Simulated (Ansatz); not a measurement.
Start from HfPbO3 in the cubic perovskite structure (space group Pm-3m, No. 221; a = 4.1189 Å; a cell from a computed database, its experimental status unchecked).

Now apply this change: an isotropic linear strain of +1.69 %; the atoms relax in the strained cell.

Levels (all Ansatz, a quantum-chemistry and plane-wave program, PAW): PBEsol (420 eV, no spin-orbit coupling); r2SCAN (500 eV, without spin-orbit coupling).

The geometry is relaxed with PBEsol.

```
Quantity                              Value
--------------------------  ---------------
PBEsol band gap                     2.25 eV
PBEsol pressure                  -79.4 kbar
PBEsol smallest direct gap          2.35 eV
PBEsol gap character        indirect, M → X
```

Task: Predict the band gap, pressure, smallest direct gap and gap character from r2SCAN.

Result: The band gap grows by 0.55 eV, from 2.25 eV to 2.80 eV; the pressure grows by 12.75 kbar (-79.4 kbar → -66.6 kbar); the smallest direct gap grows by 0.533 eV (2.35 eV → 2.89 eV); the gap character remains indirect, M → X.

Single points use the geometry relaxed with PBEsol. Their cutoffs differ, which shifts pressures a little. With Hf and Pb present, leaving out spin-orbit coupling can change the band edges. Stability against distortions was not tested. Many cubic perovskites are stable only at high temperature; tilts and polar distortions were not tested.
